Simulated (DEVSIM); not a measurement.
System: illuminated GaAs p-on-n cell, one wavelength, at 300 K.

```tsv
layer (left to right)	material	thickness (μm)	Nd (cm⁻³)	Na (cm⁻³)	τn (s)	τp (s)	absorption coefficient (cm⁻¹)
1	GaAs	0.0980	-	9.5e17	8e-10	2.1e-8	5100
2	GaAs	3.50	1.4e17	-	3.8e-8	3.8e-8	5100
```

Left contact: ohmic, minority electron recombination velocity 30 cm/s. Right contact: ohmic, minority hole recombination velocity 70000 cm/s. Voltage is applied to the left contact. Recombination: SRH at mid-gap, radiative, Auger. Light enters at the left, 3.7e17 photons cm⁻² s⁻¹, one pass, no reflection. Mobility is μmin + (μ − μmin)/(1 + (N/Nref)^α).

This is a model device: material constants are rounded textbook-type values typed into the input, and sizes, dopings and lifetimes were drawn at random. Values at 300 K.

```csv
parameter,GaAs
gap (eV),1.424
affinity (eV),4.07
permittivity,12.9
Nc (cm⁻³),4.7e17
Nv (cm⁻³),9e18
μn (cm²/Vs),8500
μp (cm²/Vs),400
"μn,min",500
"μp,min",20
"Nref,n",6e16
"Nref,p",1.5e17
αn,0.39
αp,0.38
B (cm³/s),2e-10
Cn (cm⁶/s),1e-30
Cp (cm⁶/s),1e-30
```

DEVSIM, 1D drift-diffusion, Boltzmann statistics, complete ionisation; no tunnelling, impact ionisation, image-force lowering or self-heating.

The photon flux was swept, all else fixed.

| photon flux (cm^-2 s^-1) | largest power (mW/cm²) | fill factor | open-circuit voltage (V) | short-circuit current (mA/cm²) |
|---|---|---|---|---|
| 1.1e16 | 0.786 | 0.83 | 0.933 | 1.01 |
| 3.7e16 | 2.79 | 0.85 | 0.970 | 3.41 |
| 1.1e17 | 8.67 | 0.85 | 1.001 | 10.1 |
| 3.7e17 | 30.4 | 0.86 | 1.034 | 34.1 |
| 1.1e18 | 93.4 | 0.87 | 1.063 | 101 |
| 3.7e18 | 325 | 0.87 | 1.095 | 341 |
| 1.1e19 | 994 | 0.87 | 1.124 | 1010 |

From the first row to the last the largest power goes from 0.786 to 994. From the first row to the last the fill factor goes from 0.83 to 0.87.
